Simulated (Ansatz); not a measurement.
An Ansatz (a program for electronic structure) input (PBEsol (Ansatz; PAW; 420 eV plane waves; no SOC)):

Ansatz 0.2 input:
```yaml
crystal:
  lattice:
    - [3.8275043334, 0, 0]
    - [0, 3.8275043334, 0]
    - [1.9137521667, -1.9137521667, 2.626852673]
  atoms:
    - { symbol: K, position: [0, 0, 0] }
    - { symbol: F, position: [0.5, 0.5, 0] }
basis: { ecutwfc: 420, ecutrho_ratio: 4, xc_grid: 2, fft_grid_basis: typed }
kpoints: { mp_grid: { grid: [11, 11, 11] } }
hamiltonian:
  xc: pbesol
  dispersion: none
  pseudopotentials: { kind: paw }
scf: { occupations: { method: fermi_dirac, width: 0.05 } }
relax: { f_tol: 0.005, max_steps: 50, cell: { stress_tol: 0.01, fix: [a, b, gamma] } }
output: { forces: true, stress: true }
checkpoint: { write: state.ck, write_every: 1000 }
```

Task: Which symmetry and how many k-points will the program report, and about how many plane waves at Γ?

Result: Space group I4/mmm (ITA 139) with 16 operations, k-points 126 of 1331, and 741 plane waves at Γ.

Task: And the final pressure?

Result: -0.90 GPa (compression positive).

The cells carry an imposed strain or load. Stability against distortions was not tested. The cell was made from KF in the rock salt structure (space group Fm-3m, No. 225) by this change: biaxial strain +2.00 %, plane normal [001], relaxed out of plane.
